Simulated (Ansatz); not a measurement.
The parent structure is CdTe in the zinc blende structure (space group F-43m, No. 216; a = 6.558 Å). Axes: x, y, z lie along the cube axes.

The change: tensor shear ε_yz = −1.66 % (engineering shear γ = -0.0332); the atoms relax in the strained cell.

Levels (all Ansatz, a quantum-chemistry and plane-wave program, PAW): r2SCAN (500 eV, no spin-orbit coupling); HSE06+SOC (420 eV, with spin-orbit coupling).

The geometry is relaxed with r2SCAN.

| Property | Value |
|---|---|
| r2SCAN lowest conduction level above the VBM at special points | Γ 1.07 eV; R 2.00 eV; S 2.23 eV |
| r2SCAN valence-band top at Γ | 0.00, -0.10, -0.17 eV |

With HSE06+SOC at the same geometry, the lowest conduction level above the VBM at special points changes from Γ 1.07 eV; R 2.00 eV; S 2.23 eV to Γ 1.15 eV; R 2.13 eV; S 2.36 eV; the valence-band top at Γ (three highest Kramers pairs, from the VBM) becomes 0.00, -0.11, -1.00 eV (r2SCAN: 0.00, -0.10, -0.17 eV).

Single points use the geometry relaxed with r2SCAN. Differences between runs with and without spin-orbit coupling are approximate. With Te present, leaving out spin-orbit coupling can change the band edges. The levels and masses belong to the bands next to the band gap. Whether these cells are dynamically stable was not tested. k-point labels follow each cell's own Brillouin zone.
